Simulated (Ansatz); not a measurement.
The reference is Cu3Au in the Cu3Au type structure (space group Pm-3m, No. 221; a = 3.7135 Å).

Computed with PBEsol (Ansatz, a program for electronic structure), spin-orbit coupling left out.

One change was made to it. Results:

```csv
quantity,base,after
shortest interatomic distance,2.626 Å,2.470 Å
density,12.57 g/cm³,15.09 g/cm³
```

Question: Which of these changes matches the shifts?
(A) pressure 7 GPa
(B) pressure 50 GPa
(C) pressure 100 GPa
(D) pressure 15 GPa
(E) pressure −1 GPa

Answer: B, pressure 50 GPa. For comparison, the shortest interatomic distance in the other runs: pressure 15 GPa gives 2.563 Å; pressure −1 GPa gives 2.631 Å; pressure 7 GPa gives 2.593 Å; pressure 100 GPa gives 2.389 Å.

Load acts through the strain it causes; cell and atoms are relaxed under it. Stability against distortions was not tested. No other phases were tried under pressure. All final runs are without spin polarisation.
